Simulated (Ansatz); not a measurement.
The cell is made up: elements placed on another compound's structure type, so the phase may be hypothetical.

By PBEsol, the system below comes out a metal.

The ballistic (Sharvin) conductance counts the channels at the Fermi level: G/A = (e²/h) × channels of both spins per area.

Given:

```
AlRu3N
1.0
    3.96706     0.00000     0.00000
    0.00000     5.61027     0.00000
    0.00000     2.80514     2.80514
Al Ru N
1 3 1
Direct
  0.00000   0.00000   0.00000
  0.50000   0.00000   0.50000
  0.50000   0.50000   0.50000
  0.00000   0.50000   0.00000
  0.50000   0.50000   0.00000
```

Space group of this cell: Pm-3m, anti-perovskite. The cell was relaxed by PBE-D3(BJ); by PBEsol its mean pressure is -1.9 GPa.

The current flows along the normal of the first two printed cell vectors. No spin-orbit coupling; the value is a mean over 0.1 eV about the Fermi level.

Question: Compute, with Ansatz (a program for electronic structure) with PBEsol, the ballistic conductance per area.

Answer: 0.57 × 10¹⁵ S/m² for both spins.
